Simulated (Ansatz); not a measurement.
Levels about the gap of amorphous Si24O51Ga2 (77 atoms in a cell of 1148 Å³, 2.36 g/cm³; zone centre alone, so wide bands show as single levels with stretches between that a denser mesh fills), at the geometry that PBE relaxed, where it gives 3.5 GPa on a denser mesh. The participation number counts the atoms over which a state spreads; weights are charges in smoothed Voronoi cells. The levels come from a single point, so bond lengths are those of that geometry. Method of the levels: PBE, scalar-relativistic without spin-orbit coupling (Ansatz, a quantum-chemistry and plane-wave program). Sampling: the zone centre alone; Fermi-Dirac width 0.02 eV; no spin polarisation.

Preparation: random packing, a CHGNet melt and quench, and a DFT relaxation. O atoms were pushed apart under 1.9 Å during the dynamics, to hinder bonds among them. The hot cell started wider than the set density and was brought back towards it in steps. It is the lowest in DFT energy of 2 quenches. It is a model cell: composition and starting density were chosen by hand, and all elements were melted together. No dispersion term was used. Its density started from a set value of 2.36 and ended at 2.36 g/cm³. The simulated quench (nominally 320 K/ps over its main leg) is rapid and tends to freeze in more defects than a deposited or slowly cooled glass has. Values belong to this one cell and scatter from quench to quench. The volume was held where the preparation left it and the shape relaxed, at a PBE pressure of 3.5 GPa. Stress components on the final sampling reach 3.5 GPa.

| E - E(highest filled), eV | filling | participation number | largest on | weight O | weight Ga | weight Si |
|---|---|---|---|---|---|---|
| -0.27 | filled | 26.0 | O, 2 neighbours | 0.96 | 0.00 | 0.04 |
| -0.24 | filled | 18.9 | O, 2 neighbours | 0.96 | 0.00 | 0.04 |
| -0.22 | filled | 25.0 | O, 2 neighbours | 0.96 | 0.00 | 0.04 |
| -0.11 | filled | 16.2 | O, 2 neighbours | 0.96 | 0.00 | 0.04 |
| -0.08 | filled | 15.7 | O, 2 neighbours | 0.96 | 0.00 | 0.04 |
| -0.02 | filled | 11.9 | O, 2 neighbours | 0.96 | 0.01 | 0.04 |
| 0.00 | filled | 21.4 | O, 2 neighbours | 0.96 | 0.00 | 0.04 |
| 4.59 | empty | 17.5 | Ga, 3 neighbours | 0.59 | 0.28 | 0.13 |
| 5.04 | empty | 8.9 | Ga, 3 neighbours | 0.52 | 0.41 | 0.07 |
| 6.07 | empty | 3.4 | Ga, 3 neighbours | 0.45 | 0.52 | 0.03 |
| 6.15 | empty | 37.3 | Ga, 3 neighbours | 0.61 | 0.12 | 0.26 |
| 6.32 | empty | 4.3 | Ga, 3 neighbours | 0.46 | 0.47 | 0.07 |

Most localised among these is the empty level at +6.07 eV, on a Ga atom, which has 3 neighbours (O 1.76 Å, O 1.77 Å, O 1.78 Å).
